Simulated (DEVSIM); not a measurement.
System: Ru/SiO2/p-Si capacitor, at 250 K.

| layer (left to right) | material | thickness (nm) | Na (cm⁻³) |
|---|---|---|---|
| 1 | SiO2 | 25.0 | - |
| 2 | Si | 13000 | 2e15 |

Metal gate on the left, work function 4.7 eV. Fixed charge at the semiconductor interface -3.6e10 cm⁻² (in units of +e); no interface traps.

Constants are typed, rounded textbook-type inputs, not results; the design itself was drawn at random and stands for no fabricated device. Values at 300 K; Nc and Nv go as T^1.5, mobilities as T to minus their exponent, the gap by Varshni's rule with the affinity fixed.

```
parameter         SiO2        Si
----------------  ----  --------
gap (eV)             9     1.124
affinity (eV)      0.9      4.05
permittivity       3.9      11.7
Nc (cm⁻³)            -   2.86e19
Nv (cm⁻³)            -    3.1e19
Varshni α (eV/K)     -  0.000473
Varshni β (K)        -       636
```

Simulated with DEVSIM: 1D Poisson equation in equilibrium, Boltzmann statistics, complete ionisation; no quantum confinement or tunnelling. Metal contacts follow the ideal Schottky-Mott rule: no Fermi-level pinning, no interface dipoles.

The SiO2 thickness was swept, all else fixed.

| SiO2 thickness (μm) | capacitance of the dielectric stack (μF/cm²) | minimum of the low-frequency capacitance (μF/cm²) | threshold voltage (band bending 2φF) (V) | flat-band voltage (V) |
|---|---|---|---|---|
| 0.01 | 0.345 | 0.0161 | 0.53 | -0.27 |
| 0.014 | 0.247 | 0.0159 | ? | -0.26 |
| 0.017 | 0.203 | 0.0153 | 0.59 | -0.26 |
| 0.021 | 0.164 | 0.0151 | 0.62 | -0.25 |
| 0.025 | 0.138 | 0.0151 | 0.65 | -0.24 |
| 0.03 | 0.115 | 0.0145 | 0.69 | -0.23 |

**Question.** What belongs in the gaps?

**Answer.** 
- 0.014, threshold voltage (band bending 2φF) (V): 0.56
